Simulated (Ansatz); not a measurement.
Take ZrO2 in the fluorite structure (space group Fm-3m, No. 225; a = 5.089 Å) as the base.

The change: cell and atoms relaxed at a pressure of 0.9 GPa.

Levels (all Ansatz, a quantum-chemistry and plane-wave program, PAW, earlier PAW set): r2SCAN (500 eV, no spin-orbit coupling); HSE06+SOC (420 eV, spin-orbit coupling included).

The geometry is relaxed with r2SCAN.

```
Property          Result
---------------  -------
r2SCAN band gap  3.90 eV
```

Question: What does HSE06+SOC give at this geometry for the band gap?

Answer: The band gap goes up by 1.10 eV (3.90 eV → 5.00 eV).

Single points use the geometry relaxed with r2SCAN. Their cutoffs differ, which shifts pressures a little. HSE06 gaps are upper bounds (no full band path). Differences between runs with and without spin-orbit coupling are approximate. Load acts through the strain it causes; cell and atoms are relaxed under it. Whether these cells are dynamically stable was not tested. This is not the structure that ZrO2 has at room temperature and ambient pressure.
